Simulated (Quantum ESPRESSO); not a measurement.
A self-consistent single point of MgCd2 (P-6m2, 6 atoms in the cell) with Quantum ESPRESSO.

Method of the run: BLYP, GBRV 1.5 ultrasoft (PBE) pseudopotentials (plane waves; Quantum ESPRESSO).

```
MgCd2
1.0
    3.11546     0.00000     0.00000
   -1.55773     2.69807     0.00000
    0.00000     0.00000    15.93205
Mg Cd
2 4
Direct
  0.00000   0.00000   0.16625
  0.00000   0.00000   0.83375
  0.00000   0.00000   0.50000
  0.66667   0.33333   0.33083
  0.66667   0.33333   0.66917
  0.66667   0.33333   0.00000
```

Reference input (self-consistent single point, DFT, PBEsol, plane waves, GBRV 1.5 ultrasoft (PBESOL) pseudopotentials): ecutwfc = 40 Ry; ecutrho = 200 Ry; occupations = smearing; smearing = cold; degauss = 0.0073499 Ry; potentials = {Mg: mg_pbesol_v1.4.uspp.F.UPF, Cd: cd_pbesol_v1.uspp.F.UPF}; K_POINTS = automatic 10 10 2 0 0 0; conv_thr = 1e-10 Ry; mixing_beta = 0.7. This run's input differs from it in these lines:

```diff
@@ -19,2 +19,3 @@
  degauss = 0.0073499
+ input_dft = 'blyp'
 /
@@ -25,4 +26,4 @@
 ATOMIC_SPECIES
-Mg    24.3050  mg_pbesol_v1.4.uspp.F.UPF
-Cd   112.4140  cd_pbesol_v1.uspp.F.UPF
+Mg    24.3050  mg_pbe_v1.4.uspp.F.UPF
+Cd   112.4140  cd_pbe_v1.uspp.F.UPF
 ATOMIC_POSITIONS {crystal}
```

Output, abridged:

```
     Self-consistent Calculation

     iteration #  1     ecut=    40.00 Ry     beta= 0.70

---- Real-time Memory Report at c_bands before calling an iterative solver
           188 MiB given to the printing process from OS
           110 MiB allocation reported by mallinfo(arena+hblkhd)
------------------

     negative rho (up, down):  8.948E-02 0.000E+00

     total energy              =    -704.71770492 Ry
     estimated scf accuracy    <       4.67351710 Ry

     iteration #  2     ecut=    40.00 Ry     beta= 0.70

---- Real-time Memory Report at c_bands before calling an iterative solver
   [... lines left out ...]
           280 MiB given to the printing process from OS
           134 MiB allocation reported by mallinfo(arena+hblkhd)
------------------

     negative rho (up, down):  9.305E-02 0.000E+00

     total energy              =    -708.21378566 Ry
     estimated scf accuracy    <          7.4E-10 Ry

     iteration # 16     ecut=    40.00 Ry     beta= 0.70

---- Real-time Memory Report at c_bands before calling an iterative solver
           280 MiB given to the printing process from OS
           134 MiB allocation reported by mallinfo(arena+hblkhd)
------------------

     negative rho (up, down):  9.305E-02 0.000E+00
     End of self-consistent calculation

     the Fermi energy is     9.9386 ev

!    total energy              =    -708.21378566 Ry
     estimated scf accuracy    <          9.1E-11 Ry
     smearing contrib. (-TS)   =      -0.00038621 Ry
     internal energy E=F+TS    =    -708.21339945 Ry

     convergence has been achieved in  16 iterations

     negative rho (up, down):  9.305E-02 0.000E+00

     Forces acting on atoms (cartesian axes, Ry/au):

     atom    1 type  1   force =     0.00000000   -0.00000000   -0.00173625
     atom    2 type  1   force =     0.00000000    0.00000000    0.00173625
     atom    3 type  2   force =    -0.00000000   -0.00000000    0.00000000
     atom    4 type  2   force =     0.00000000    0.00000000   -0.00769062
     atom    5 type  2   force =     0.00000000    0.00000000    0.00769062
   [... lines left out ...]
     Total force =     0.011150     Total SCF correction =     0.000072
   [... lines left out ...]

     negative rho (up, down):  9.305E-02 0.000E+00
          total   stress  (Ry/bohr**3)                   (kbar)     P=       33.34
   0.00029691  -0.00000000  -0.00000000           43.68       -0.00       -0.00
  -0.00000000   0.00029691  -0.00000000           -0.00       43.68       -0.00
   0.00000000   0.00000000   0.00008609            0.00        0.00       12.66

   JOB DONE.
```

The run converged in 16 iterations. Against the reference run the pressure goes from -2.79 to 3.33 GPa and the largest force goes from 0.054 to 0.198 eV/Å.

The starting cell comes from a database of computed structures (which also holds hypothetical and non-ambient phases and stackings), without a prior relaxation at this level. Its lattice was rescaled by a random factor within 2.5 % of one. With a pressure of about 3 GPa the cell is away from its equilibrium volume at this level.

Cost on one core of a shared machine: roughly 3 min.
